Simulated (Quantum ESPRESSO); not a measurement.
Checking a run of Quantum ESPRESSO on Mg6SiSn (Amm2, 8 atoms in the cell). The aim is a self-consistent single point with DFT, PBEsol, plane waves, GBRV 1.5 ultrasoft (PBESOL) pseudopotentials.

Cell that was meant: a = 5.2151 Å, b = 6.3260 Å, c = 6.3260 Å, α = 63.02°, β = 90.00°, γ = 90.00°.

Part of the input:

```fortran
Sn    0.5000000000    0.8337500000    0.8337500000
K_POINTS automatic
4 3 3  0 0 0
CELL_PARAMETERS bohr
   5.2151300985     0.0000000000     0.0000000000
   0.0000000000     3.3062081359     5.3932197782
   0.0000000000    -3.3062081359     5.3932197782
```

Output, abridged:

```
     Message from routine setup:
     using ibrav=0 with symmetry is DISCOURAGED, use correct ibrav instead
     G-vector sticks info
   [... lines left out ...]
        k(    1) = (   0.0000000   0.0000000   0.0000000), wk =   0.0555556
        k(    2) = (   0.0000000  -0.2628958   0.1611632), wk =   0.2222222
        k(    3) = (   0.0000000   0.0000000   0.3223263), wk =   0.1111111
   [... 9 lines left out ...]

     Dense  grid:     8861 G-vectors     FFT dimensions: (  24,  30,  30)

     Smooth grid:     6373 G-vectors     FFT dimensions: (  24,  25,  25)

     Initial potential from superposition of free atoms

     starting charge      75.1979, renormalised to      78.0000
     Self-consistent Calculation

     iteration #  1     ecut=    40.00 Ry     beta= 0.70

     total energy              =    -895.39365176 Ry
     estimated scf accuracy    <       4.94419757 Ry

     iteration #  2     ecut=    40.00 Ry     beta= 0.70

     total energy              =    -896.34979889 Ry
     estimated scf accuracy    <       5.87067355 Ry

     iteration #  3     ecut=    40.00 Ry     beta= 0.70

     total energy              =    -897.55749257 Ry
     estimated scf accuracy    <       0.09931603 Ry

   [... 7 blocks of this kind left out ...]

     iteration # 11     ecut=    40.00 Ry     beta= 0.70

     total energy              =    -897.58476259 Ry
     estimated scf accuracy    <          1.9E-10 Ry

     iteration # 12     ecut=    40.00 Ry     beta= 0.70
     End of self-consistent calculation

     the Fermi energy is    52.2008 ev

!    total energy              =    -897.58476259 Ry
     estimated scf accuracy    <          7.1E-11 Ry
     smearing contrib. (-TS)   =      -0.00128050 Ry
     internal energy E=F+TS    =    -897.58348208 Ry

     convergence has been achieved in  12 iterations

     Forces acting on atoms (cartesian axes, Ry/au):

     atom    1 type  1   force =     0.00000000   -0.00956511   -0.08218254
     atom    2 type  1   force =     0.00000000    0.00956511   -0.08218254
     atom    3 type  1   force =     0.00000000    0.37581013    0.31711128
     atom    4 type  1   force =     0.00000000   -0.37581013    0.31711128
   [... lines left out ...]

     Total force =     1.111395     Total SCF correction =     0.000034

          total   stress  (Ry/bohr**3)                   (kbar)     P=    30968.79
   0.21199812   0.00000000   0.00000000        31186.00        0.00        0.00
   0.00000000   0.21219933   0.00000000            0.00    31215.60        0.00
   0.00000000   0.00000000   0.20736727            0.00        0.00    30504.78

   JOB DONE.
```

Question: Is anything amiss in this input, and did it matter?

Answer: The run is not sound. The fault is this: cell lengths typed in angstrom where bohr is read. 1 bohr is 0.529 Å, so a mix-up scales every length by 1.89 or 0.529 and the volume by 6.75 or 0.148. To fix it, give the lengths in the unit that the key or card expects. The run converged in 12 iterations without an error; against the sound input the free energy rises by 36.7 eV/atom, the pressure goes from -3.79 to 3097 GPa and the largest force goes from 0.159 to 17.70 eV/Å.

The sound input it was made from differs as follows (other fixes are possible):
```diff
-CELL_PARAMETERS bohr
-   5.2151300985     0.0000000000     0.0000000000
-   0.0000000000     3.3062081359     5.3932197782
-   0.0000000000    -3.3062081359     5.3932197782
+CELL_PARAMETERS angstrom
+   5.2151310000     0.0000000000     0.0000000000
+   0.0000000000     3.3062080000     5.3932200000
+   0.0000000000    -3.3062080000     5.3932200000
```

With that input, the run converged in 12 iterations: free energy E − TS -12505.9692 eV; Fermi level (on the code's own zero) 6.34 eV; pressure -3.79 GPa; largest force (vector length) 0.159 eV/Å (DFT, PBEsol, plane waves, GBRV 1.5 ultrasoft (PBESOL) pseudopotentials).

On the sound input: the starting cell comes from a database of computed structures (which also holds hypothetical and non-ambient phases and stackings), without a prior relaxation at this level. Its lattice was rescaled by a random factor within 2.5 % of one. With a pressure of about -4 GPa the cell is away from its equilibrium volume at this level. Without a gap this mesh is coarse (it stands for a supercell whose shortest vector is 19 Å).
